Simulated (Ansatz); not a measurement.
**PbS in the rock salt structure (space group Fm-3m, No. 225)**

```cif
data_Pb4S4
_chemical_formula_sum 'Pb4 S4'
_space_group_name_H-M_alt 'Fm-3m'
_space_group_IT_number 225
_space_group_name_Hall '-F 4 2 3'
_cell_length_a 6.00891
_cell_length_b 6.00891
_cell_length_c 6.00891
_cell_angle_alpha 90.000
_cell_angle_beta 90.000
_cell_angle_gamma 90.000
loop_
_atom_site_label
_atom_site_type_symbol
_atom_site_symmetry_multiplicity
_atom_site_Wyckoff_symbol
_atom_site_fract_x
_atom_site_fract_y
_atom_site_fract_z
_atom_site_occupancy
Pb1 Pb 4 a 0.00000 0.00000 0.00000 1
S1 S 4 b 0.50000 0.50000 0.50000 1
```
(The calculation used a cell of 2 atoms; values per cell refer to that cell.)

The values are results of PBE (Ansatz, a program for electronic structure), spin-orbit coupling left out, not measurements. Settings: 10×10×10 k-points, 0.05 eV Fermi–Dirac smearing.

```json
{
  "volume_per_atom": "27.12 Å³",
  "density": "7.32 g/cm³",
  "band_gap": "0.49 eV, direct at L",
  "electron_mass": "0.16 mₑ",
  "Lowest conduction-band minima above the VBM": "L along ⟨111⟩ 0.49 eV; a point along ⟨110⟩, about 0.6 Å⁻¹ from Γ 1.36 eV",
  "total_energy": "-6404.786 eV/atom (σ→0; compares only within this code and set-up)"
}
```

Spin-orbit coupling, missing from the scalar runs, can matter with Pb. Effective masses come from finite differences of ±0.01 Å⁻¹. Whether these cells are dynamically stable was not tested.
